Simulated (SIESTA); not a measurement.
Input and output of a self-consistent single point for Co₃ReB₄ (P1, 8 atoms in the cell) (SIESTA).

Method of the run: GGA PBEsol, numerical atomic orbitals DZP, PseudoDojo PBEsol standard norm-conserving potentials (rewritten from UPF to PSML) (SIESTA).

The change in words: atoms moved at random. Reference geometry:
```
CELL_PARAMETERS angstrom
      4.12595     0.00000     0.00000
      0.00000     3.03195     0.00000
     -0.13336     0.00000     5.41320
ATOMIC_POSITIONS crystal
  Co 0.86977 0.00000 0.17346
  Co 0.37156 0.50000 0.32008
  Co 0.12718 0.50000 0.82626
  Re 0.63063 0.00000 0.67922
  B  0.12836 0.00000 0.52039
  B  0.36690 0.00000 0.04471
  B  0.90009 0.50000 0.45031
  B  0.60551 0.50000 0.98557
```

Reference input (self-consistent single point, DFT, GGA PBEsol, numerical atomic orbitals DZP, PseudoDojo PBEsol standard norm-conserving potentials (rewritten from UPF to PSML)): XC.functional = GGA; XC.authors = PBEsol; potentials = PseudoDojo PBEsol standard; PAO.BasisSize = DZP; PAO.EnergyShift = 0.01 Ry; MeshCutoff = 400 Ry; kgrid.MonkhorstPack = 5 7 4; OccupationFunction = MP; OccupationMPOrder = 0; ElectronicTemperature = 50 meV; MaxSCFIterations = 150; SCF.Mixer.Method = Pulay. This run's input differs from it in these lines:

```diff
@@ -19,10 +19,10 @@
 %block AtomicCoordinatesAndAtomicSpecies
-     3.565494212    0.000000000    0.938973152  1
-     1.490350833    1.515975000    1.732656096  1
-     0.414544982    1.515975000    4.472708153  1
-     2.511364352    0.000000000    3.676751666  2
-     0.460205650    0.000000000    2.816973587  3
-     1.507848351    0.000000000    0.242024038  3
-     3.653671193    1.515975000    2.437616741  3
-     2.366864427    1.515975000    5.335084567  3
+     3.511948808    0.021411631    0.928709730  1
+     1.452341906    1.559498642    1.735530503  1
+     0.385863603    1.532423329    4.427903122  1
+     2.539478701   -0.015826779    3.690311725  2
+     0.518057137    0.021881583    2.836840020  3
+     1.525130738   -0.031426162    0.237049310  3
+     3.695106133    1.541858757    2.426476382  3
+     2.342420966    1.434082031    5.369972622  3
 %endblock AtomicCoordinatesAndAtomicSpecies
```

The program printed (abridged):

```
        iscf     Eharris(eV)        E_KS(eV)     FreeEng(eV)     dDmax    Ef(eV) dHmax(eV)
   scf:    1   -14976.900715   -15110.173149   -15110.180827  1.462606 -2.120321 24.151062
   scf:    2   -15096.466042   -15138.974795   -15138.978338  0.405279 -5.038472 22.176119
   scf:    3   -15047.385578   -15128.911061   -15128.922786  0.472711 -4.163179 31.593523
   scf:    4   -15106.862898   -15145.574650   -15145.580721  0.443496 -4.453811 13.349761
   scf:    5   -15155.686728   -15154.658608   -15154.666168  0.180512 -4.665942  5.650745
   [... 5 lines left out ...]
   scf:   11   -15155.644342   -15155.644343   -15155.651503  0.000685 -4.713654  0.005380
   scf:   12   -15155.644333   -15155.644339   -15155.651510  0.000357 -4.713573  0.003887
   scf:   13   -15155.644335   -15155.644337   -15155.651511  0.000097 -4.713497  0.001026
   scf:   14   -15155.644336   -15155.644337   -15155.651511  0.000040 -4.713501  0.000603
SCF Convergence by DM+H criterion
max |DM_out - DM_in|         :     0.0000401536
max |H_out - H_in|      (eV) :     0.0006032731
SCF cycle converged after 14 iterations

Using DM_out to compute the final energy and forces

siesta: E_KS(eV) =           -15155.6443

siesta: E_KS - E_eggbox =    -15155.6443

siesta: Atomic forces (eV/Ang):
     1    0.698916   -0.440815    0.356511
     2    0.643260   -0.420482    0.047639
     3    0.713003   -0.398061    0.447546
     4   -0.261426    0.202958   -0.299906
     5   -0.497304    0.046190   -0.097698
     6   -0.804594   -0.087746    0.131753
     7   -0.676865   -0.233155    0.076567
     8    0.183913    1.326524   -0.660586
   Tot   -0.001097   -0.004586    0.001826
   Max    1.326524
   Res    0.506171    sqrt( Sum f_i^2 / 3N )
   Max    1.326524    constrained

   [... lines left out ...]
siesta: FreeEng =    -15155.651511
   [... lines left out ...]
siesta:     0.046222    0.002710   -0.000165
siesta:     0.002710    0.052148    0.000046
siesta:    -0.000165    0.000046    0.073932

siesta: Cell volume =         67.717330 Ang**3

siesta: Pressure (static):
siesta:                Solid            Molecule  Units
siesta:          -0.00062554         -0.00048589  Ry/Bohr**3
siesta:          -0.05743426         -0.04461238  eV/Ang**3
siesta:         -92.01983619        -71.47691772  kBar
```

The run converged in 14 iterations. Against the reference run the free energy rises by 22.7 meV/atom, the pressure goes from -10.92 to -9.20 GPa and the largest force goes from 0.302 to 1.493 eV/Å.

The starting cell comes from a database of computed structures (which also holds hypothetical and non-ambient phases and stackings), without a prior relaxation at this level. For this run, on top of that: atoms moved at random. Spin polarisation is off. Values carry the incompleteness of an atom-centred basis. With a pressure of about -9 GPa the cell is away from its equilibrium volume at this level. Forces in this geometry exceed 1 eV/Å.

Cost on one core of a shared machine: roughly 60 s.
